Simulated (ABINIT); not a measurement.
Band structure of RbCl (Fm-3m, 2 atoms in the cell).

```xyz
2
Lattice="0.0000 3.2276 3.2276 3.2276 0.0000 3.2276 3.2276 3.2276 0.0000" Properties=species:S:1:pos:R:3 pbc="T T T"
Rb     0.0000     0.0000     0.0000
Cl     3.2276     3.2276     3.2276
```

Level of theory: PBE, PAW (JTH v2.0 PBE PAW) (plane waves; ABINIT 10.0.3).

Settings: pseudos = [Rb.GGA_PBE-JTH.xml, Cl.GGA_PBE-JTH.xml]; ecut = 707 eV; pawecutdg = 1415 eV; pawxcdev = 0; ixc = 11; occopt = 3; tsmear = 0.00036749 Ha; ngkpt = 9 9 9; nshiftk = 1; shiftk = 0 0 0; potentials = JTH v2.0 PBE PAW; kptopt = 1; nstep = 50.

The starting cell comes from a database of computed structures (which also holds hypothetical and non-ambient phases and stackings), without a prior relaxation at this level. Its lattice was rescaled by a random factor within 2.5 % of one.

Problem. Predict the gap along the standard path and the places of the band edges.

Solution. The gap along the path is 5.18 eV, direct at Γ to within 0.01 eV.

Levels in eV from the top of the valence band on the SCF mesh, bands 5 to 12:
```json
[
 {"point": "Γ", "5": "-7.86", "6": "0.00", "7": "0.00", "8": "0.00", "9": "5.18", "10": "8.09", "11": "8.09", "12": "8.09"},
 {"point": "X", "5": "-7.98", "6": "-0.31", "7": "-0.10", "8": "-0.10", "9": "6.21", "10": "8.35", "11": "10.04", "12": "10.29"},
 {"point": "W", "5": "-7.84", "6": "-0.49", "7": "-0.24", "8": "-0.24", "9": "7.80", "10": "7.80", "11": "9.62", "12": "9.72"},
 {"point": "K", "5": "-7.92", "6": "-0.44", "7": "-0.28", "8": "-0.24", "9": "7.02", "10": "8.94", "11": "9.40", "12": "10.07"},
 {"point": "L", "5": "-7.81", "6": "-0.95", "7": "-0.39", "8": "-0.39", "9": "7.93", "10": "8.24", "11": "10.49", "12": "10.49"},
 {"point": "U", "5": "-7.92", "6": "-0.44", "7": "-0.28", "8": "-0.24", "9": "7.02", "10": "8.94", "11": "9.40", "12": "10.07"}
]
```
